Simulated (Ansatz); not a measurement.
Functionals compared on the (211) surface of bcc Nb in its 1x1 cell, outermost plane spacing 1.35 Å in the ideal cut, in Ansatz (plane waves, PAW). The structure was relaxed with PBE; the other rows are single points on it, each with its references at the same level. Cutoff 420 eV (500 eV for r2SCAN).

Slab: 9 atoms, 10.8 Å thick at the start; k 13x8x1, smearing 0.1 eV, dipole-corrected; all atoms relaxed; held to the start's symmetry, so lower structures may exist; no spin, no spin-orbit, no U. These notes are the PBE run's.

```tsv
functional	surface energy (J/m²)	work function of the top face (eV)	rough cost of the single point
PBE	2.36	3.81	–
LDA	2.67	4.08	roughly 70 core-seconds
PBEsol	2.60	3.90	roughly 80 core-seconds
RPBE	2.20	3.66	around 70 core-seconds (rough)
r2SCAN	2.51	3.78	roughly 2.9 core-minutes
```

Ansatz is a program for electronic structure.
